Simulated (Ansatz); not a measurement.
fluorite-type NiSi2 (0 0 1) on silicon (0 0 1) (film strained to the substrate, faces as cut)

A periodic stack without vacuum, fluorite-type NiSi2 (0 0 1) on silicon (0 0 1) (film strained to the substrate, faces as cut): substrate slab Si12, film Ni4Si8, surface cells [[1, 0], [1, 1]] and [[1, 0], [1, 1]], film strained by +0.5 and +0.5 %, faces Si/Si and Si/Ni as cut (like faces can put a slab off its formula).

The start was prepared with a machine-learned potential, and the result is one local minimum, with the in-plane cell held and forces under 0.04 eV/Å; the film can end far from its bulk form.

Method: PBE (plane waves to 420 eV, PAW; Ansatz, an electronic-structure program). No spin–orbit coupling; the runs are not spin-polarised; PBE gaps are too small against experiment. Its k-point mesh 8×8×1, Fermi–Dirac width 0.05 eV.

```
Property                                                                                                                 Result
--------------------------------------------------------------------------------  ---------------------------------------------
interface area                                                                                                          15.0 Å²
period                                                                                                                  27.46 Å
gaps between the outermost planes at the two interfaces                                                         1.63 and 1.34 Å
Si–Si contacts across the interfaces within 1.22 times the sum of covalent radii                                 3, mean 2.54 Å
Ni–Si contacts across the interfaces within 1.22 times the sum of covalent radii                                 2, mean 2.35 Å
estimate of the barrier                                                           withheld, since the two interfaces are unlike
slope of the mean potential energy in the substrate                                                              -2.7 MV/cm × e
```

```
CELL_PARAMETERS angstrom
      3.86287     0.00081    -0.19821
      0.00164     3.86761     0.04650
     -2.42462    -1.27585    27.61091
ATOMIC_POSITIONS crystal
  Si 0.86657 0.13956 0.06818
  Si 0.31835 0.12801 0.01950
  Si 0.46596 0.66519 0.16793
  Si 0.91667 0.65198 0.11819
  Si 0.06496 0.19081 0.26746
  Si 0.51557 0.17749 0.21770
  Si 0.66442 0.71593 0.36701
  Si 0.11491 0.70300 0.31723
  Si 0.26439 0.23936 0.46648
  Si 0.71474 0.22781 0.41676
  Si 0.86520 0.72878 0.56696
  Si 0.31453 0.75110 0.51624
  Ni 0.08203 0.57003 0.77948
  Ni 0.48576 0.06846 0.68137
  Ni 0.27242 0.61580 0.97061
  Ni 0.67844 0.09279 0.87604
  Si 0.53367 0.57847 0.73053
  Si 0.03474 0.05820 0.73055
  Si 0.93075 0.19061 0.62634
  Si 0.43880 0.56951 0.63483
  Si 0.72944 0.60524 0.92729
  Si 0.22781 0.10485 0.92609
  Si 0.13088 0.08300 0.82783
  Si 0.63131 0.58125 0.82879
```
